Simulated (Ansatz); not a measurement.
**TiC in the rock salt structure (space group Fm-3m, No. 225)**

```cif
data_CTi
_chemical_formula_sum 'Ti1 C1'
_space_group_name_H-M_alt 'P 1'
_space_group_IT_number 1
_cell_length_a 3.03578
_cell_length_b 3.03578
_cell_length_c 3.03578
_cell_angle_alpha 60.000
_cell_angle_beta 60.000
_cell_angle_gamma 60.000
loop_
_space_group_symop_operation_xyz
  'x, y, z'
loop_
_atom_site_label
_atom_site_type_symbol
_atom_site_fract_x
_atom_site_fract_y
_atom_site_fract_z
_atom_site_occupancy
Ti1 Ti 0.00000 0.00000 0.00000 1
C1 C 0.50000 0.50000 0.50000 1
```

All numbers come from Ansatz (a program for electronic structure) PBEsol, no SOC. Γ-centred 19×19×19 mesh, Fermi–Dirac width 0.05 eV.

* **Volume per atom**: 9.89 Å³
* **Density**: 5.03 g/cm³
* **Band gap**: zero
* **Total energy**: -1361.210 eV/atom (σ→0; compares only within this code and set-up)

Stability against distortions was not tested. The base started in Pnma and relaxed to Fm-3m at this level. All final runs are without spin polarisation.
